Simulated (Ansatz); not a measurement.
SiC under load (space group P6_3mc), r2SCAN with spin-orbit coupling, rigid bands in Ansatz (an electronic-structure program). Condition of this run: hydrostatic pressure of -15 GPa (compression positive) (the target of the relaxation). Band gap 2.76 eV, N_c = 1.11e19 cm⁻³ and N_v = 5.52e19 cm⁻³ at 300 K, conductivity masses along z (a = (3.16, 0.00, 0.00) Å; b = (-1.58, 2.73, 0.00) Å; c = (0.00, 0.00, 5.18) Å) of 0.270 mₑ (electrons) and 1.38 mₑ (holes). Take k_BT = 0.02585 eV.

### Question
Find the intrinsic carrier density and the intrinsic Fermi level.

### Answer
n_i = √(N_c N_v) exp(−E_g/2k_BT) = 2.48e19 × exp(−53.38) = 1.6e-4 cm⁻³. The level lies (k_BT/2) ln(N_v/N_c) = 21 meV from mid-gap (positive towards the conduction band). Each 0.1 eV added to the gap lowers n_i by a factor of 6.9.

### Question
A film of it is 5 nm thick, with its normal along the direction named. Estimate the confinement energies in an infinite well.

### Answer
ħ²π²/(2m t²) = 0.376 eV·nm²/(m/mₑ × t²) gives 55.7 meV for electrons and 10.9 meV for holes, so the gap would widen to about 2.83 eV. Finite barriers and nonparabolic bands lower this, and with several valleys or bands the heaviest mass along the normal sets the lowest level, not this average.

### Question
What thermal injection velocity √(2k_BT/πm) limits a ballistic channel along the direction named?

### Answer
1.04e7 cm/s for electrons and 4.58e6 cm/s for holes, a ratio of √(m_h/m_e) = 2.26, for dilute carriers.

Rigid bands with the computed gap; masses take one relaxation time for all states. Geometry: cell and atoms relaxed with PBEsol.
